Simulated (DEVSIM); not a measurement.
Device: abrupt In0.53Ga0.47As n-p junction, at 300 K.

```
layer (left to right)        material  thickness (μm)  Nd (cm⁻³)  Na (cm⁻³)   τn (s)   τp (s)
---------------------  --------------  --------------  ---------  ---------  -------  -------
1                      In0.53Ga0.47As            97.0     1.3e15          -  9.1e-10  9.1e-10
2                      In0.53Ga0.47As             210          -     8.5e16  9.1e-10  9.1e-10
```

Left contact: ohmic. Right contact: ohmic. Voltage is applied to the left contact. Recombination: SRH at mid-gap, radiative, Auger. Mobility is μmin + (μ − μmin)/(1 + (N/Nref)^α).

Constants are typed, rounded textbook-type inputs, not results; the design itself was drawn at random and stands for no fabricated device. Values at 300 K; Nc and Nv go as T^1.5, mobilities as T to minus their exponent, the gap by Varshni's rule with the affinity fixed.

| parameter | In0.53Ga0.47As |
|---|---|
| gap (eV) | 0.74 |
| affinity (eV) | 4.51 |
| permittivity | 13.9 |
| Nc (cm⁻³) | 2.1e17 |
| Nv (cm⁻³) | 7.7e18 |
| μn (cm²/Vs) | 12000 |
| μp (cm²/Vs) | 300 |
| μn,min | 300 |
| μp,min | 10 |
| Nref,n | 1.3e17 |
| Nref,p | 4.9e17 |
| αn | 0.48 |
| αp | 0.4 |
| T exponent of μn | 1.6 |
| T exponent of μp | 1.6 |
| B (cm³/s) | 9.6e-11 |
| Cn (cm⁶/s) | 5e-29 |
| Cp (cm⁶/s) | 5e-29 |
| Varshni α (eV/K) | 0.00035 |
| Varshni β (K) | 190 |

DEVSIM, 1D drift-diffusion, Boltzmann statistics, complete ionisation; no tunnelling, impact ionisation, image-force lowering or self-heating.

Base results: largest field in the device at zero bias (V/cm) 18000; potential step across the device at zero bias (V) 0.492; dark forward voltage at 1 A/cm² (V) 0.306.

Problem. What follows from this one change: thickness of layer 1 97 → 290 μm?

Solution. largest field in the device at zero bias little changed (18000 V/cm); potential step across the device at zero bias little changed (0.492 V); dark forward voltage at 1 A/cm² 0.306 → 0.315 V.

Problem. What follows from this one change: doping Na of layer 2 8.5e+16 → 2.6e+18 cm^-3?

Solution. largest field in the device at zero bias 18000 → 81000 V/cm; potential step across the device at zero bias 0.492 → 0.580 V; dark forward voltage at 1 A/cm² 0.306 → 0.299 V.

Problem. What follows from this one change: temperature 300 → 400 K?

Solution. largest field in the device at zero bias little changed (18000 V/cm); potential step across the device at zero bias 0.492 → 0.349 V; dark forward voltage at 1 A/cm² 0.306 → 0.112 V.

Problem. What follows from this one change: constant mobility in place of the doping-dependent one?

Solution. largest field in the device at zero bias little changed (18000 V/cm); potential step across the device at zero bias little changed (0.492 V); dark forward voltage at 1 A/cm² 0.306 → 0.301 V.
